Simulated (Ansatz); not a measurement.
We consider La2O3 (within 0.1 Å of P-3m1, No. 164, 15 atoms in the cell; start mp-557691), described by r²SCAN+SOC (plane waves, PAW; Ansatz, an electronic-structure program).

Run with plane-wave cutoff 560 eV, 10×10×4 k mesh (along the axes of the cell as run), Fermi–Dirac smearing 0.01 eV, PAW data made under PBE.

Cell (relaxed with PBEsol):

```yaml
crystal:
  lattice:
    - [6.92030, -1.95315, -0.16583]
    - [6.92030, 1.95315, -0.16583]
    - [-1.75074, 0.00000, 8.89884]
  atoms:
    - { symbol: La, position: [0.30716, 0.30716, 0.85962] }
    - { symbol: La, position: [0.69284, 0.69284, 0.14038] }
    - { symbol: La, position: [0.64043, 0.64043, 0.52611] }
    - { symbol: La, position: [0.35957, 0.35957, 0.47389] }
    - { symbol: La, position: [0.02628, 0.02628, 0.80703] }
    - { symbol: La, position: [0.97372, 0.97372, 0.19297] }
    - { symbol: O, position: [0.15991, 0.15991, 0.67341] }
    - { symbol: O, position: [0.84009, 0.84009, 0.32659] }
    - { symbol: O, position: [0.16645, 0.16645, 0.33317] }
    - { symbol: O, position: [0.83355, 0.83355, 0.66683] }
    - { symbol: O, position: [0.50698, 0.50698, 0.65974] }
    - { symbol: O, position: [0.49302, 0.49302, 0.34026] }
    - { symbol: O, position: [0.17356, 0.17356, 0.99306] }
    - { symbol: O, position: [0.82644, 0.82644, 0.00694] }
    - { symbol: O, position: [0.50000, 0.50000, 0.00000] }
```

**Question.** Give the computed band gap, smallest direct gap on the k points sampled and Γ–Γ gap.

**Answer.** 
band gap: 4.22 eV (indirect)
smallest direct gap on the k points sampled: 4.33 eV
Γ–Γ gap: 4.84 eV

Note: cell and atoms aren't relaxed at this level (largest force component 0.12 eV/Å, pressure 3.9 GPa).

Static lattice: no zero-point or thermal effects.

Computing time: about 2.5 core-hours (a rough figure).

A start named mp-… is a Materials Project structure, which need not be a measured phase.
